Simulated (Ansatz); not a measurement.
Amorphous Al₂₈O₄₃Li₂, 73 atoms at 3.13 g/cm³, one PBE-relaxed geometry, zone centre. Methods: PBE, scalar-relativistic without spin-orbit coupling (Ansatz, a first-principles code); r2SCAN, scalar-relativistic without spin-orbit coupling (Ansatz); HSE06, scalar-relativistic without spin-orbit coupling (Ansatz). Plane waves to 420 eV (r2SCAN 500 eV); exact exchange is cut at the cell's faces. At PBE the levels at the filled edge of the gap are localised (band-tail or defect states). All rungs ran without spin polarisation.

Preparation: random packing, a CHGNet melt and quench, and a DFT relaxation. O atoms were pushed apart under 1.9 Å during the dynamics, to hinder bonds among them. The hot cell started wider than the set density and was brought back towards it in steps. It is the lowest in DFT energy of 2 quenches. It is a model cell: composition and starting density were chosen by hand, and all elements were melted together. No dispersion term was used. Its density started from a set value of 3.07 and ended at 3.13 g/cm³. The simulated quench (nominally 340 K/ps over its main leg) is rapid and tends to freeze in more defects than a deposited or slowly cooled glass has. Values belong to this one cell and scatter from quench to quench. Volume and shape were free in the relaxation.

The relaxation ran on the zone centre alone. At PBE the level gap is 3.62 eV on a 2×2×2 Γ-centred mesh, and the spacing at the zone centre alone 3.62 eV.

### Question
What zone-centre spacing does r2SCAN give, roughly?

### Answer
4.26 eV (+0.64 eV against PBE).

### Question
What zone-centre spacing does HSE06 give, roughly?

### Answer
5.32 eV (+1.71 eV against PBE).

The highest filled and the lowest empty state spread over these numbers of atoms (participation numbers): PBE: 7.6 and 62.0; r2SCAN: 7.7 and 60.3; HSE06: 7.5 and 61.2.
